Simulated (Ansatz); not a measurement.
**MgTe under a change: isotropic strain −1.20 %**

Consider MgTe in the wurtzite structure (space group P6_3mc, No. 186; a = 4.561 Å, c = 7.412 Å).

Now apply this change: the cell is scaled by 0.9880 in all directions, atoms relaxed at fixed cell.

Computed with Ansatz (a program for electronic structure), PBEsol, PAW, cutoff 420 eV, no SOC. Γ-centred 8×8×5 mesh, Fermi–Dirac width 0.05 eV.

- Volume per atom = 32.20 Å³ (base 33.39 Å³)
- Shortest interatomic distance = 2.754 Å (base 2.787 Å)
- Energy relative to the base (free energy F) = +5.0 meV/atom
- Pressure (mean of the normal stresses, compression positive) = 1.40 GPa (base -0.01 GPa)
- Band gap = 2.55 eV (base 2.39 eV)
- Gap character = direct at Γ (base direct at Γ)
- Mean gap deformation potential ΔEg/Δln V = -4.5 eV
- Width of the top valence band = 1.48 eV (base 1.40 eV)
- Electron mass = 0.16 mₑ along c, 0.17 mₑ across (at Γ) (base 0.15 mₑ along c, 0.17 mₑ across (at Γ))
- Valence-band top at Γ (three highest levels, from the VBM) = 0.00, -0.02, -0.02 eV (base 0.00, -0.02, -0.02 eV)

Final structure:

```xyz
4
Lattice="4.5067 0.0000 0.0000 -2.2533 3.9029 0.0000 0.0000 0.0000 7.3230" Properties=species:S:1:pos:R:3 pbc="T T T"
Mg     0.0000     2.6019     7.3200
Mg     2.2533     1.3010     3.6585
Te     0.0000     2.6019     2.7565
Te     2.2533     1.3010     6.4179
```

With Te present, leaving out spin-orbit coupling can change the band edges. Masses are band curvatures over ±0.01 Å⁻¹ around the edge. Whether these cells are dynamically stable was not tested.
